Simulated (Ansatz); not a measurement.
# Sn$_{4}$Pt (space group Ccce, No. 68)

```cif
data_Pt4Sn16
_chemical_formula_sum 'Sn16 Pt4'
_space_group_name_H-M_alt 'Ccce :1'
_space_group_IT_number 68
_space_group_name_Hall 'C 2 2 -1ac'
_cell_length_a 6.42437
_cell_length_b 11.40643
_cell_length_c 6.40893
_cell_angle_alpha 90.000
_cell_angle_beta 90.000
_cell_angle_gamma 90.000
loop_
_space_group_symop_operation_xyz
  'x, y, z'
  '-x, -y, z'
  'x, -y, -z'
  '-x, y, -z'
  '-x+1/2, -y, -z+1/2'
  'x+1/2, y, -z+1/2'
  '-x+1/2, y, z+1/2'
  'x+1/2, -y, z+1/2'
  'x+1/2, y+1/2, z'
  '-x+1/2, -y+1/2, z'
  'x+1/2, -y+1/2, -z'
  '-x+1/2, y+1/2, -z'
  '-x, -y+1/2, -z+1/2'
  'x, y+1/2, -z+1/2'
  '-x, y+1/2, z+1/2'
  'x, -y+1/2, z+1/2'
loop_
_atom_site_label
_atom_site_type_symbol
_atom_site_symmetry_multiplicity
_atom_site_Wyckoff_symbol
_atom_site_fract_x
_atom_site_fract_y
_atom_site_fract_z
_atom_site_occupancy
Sn1 Sn 16 i 0.16603 0.12614 0.16667 1
Pt1 Pt 4 b 0.50000 0.50000 0.50000 1
```
(The calculation used a cell of 10 atoms; values per cell refer to that cell.)

All numbers come from Ansatz (a program for electronic structure) PBEsol, no SOC. Settings: 9×9×8 k-points, 0.05 eV Fermi–Dirac smearing.

```json
{
 "volume_per_atom": "23.48 Å³",
 "density": "9.47 g/cm³",
 "band_gap": "zero",
 "total_energy": "-7236.902 eV/atom (σ→0; compares only within this code and set-up)"
}
```

Whether these cells are dynamically stable was not tested. The final runs are not spin-polarised.
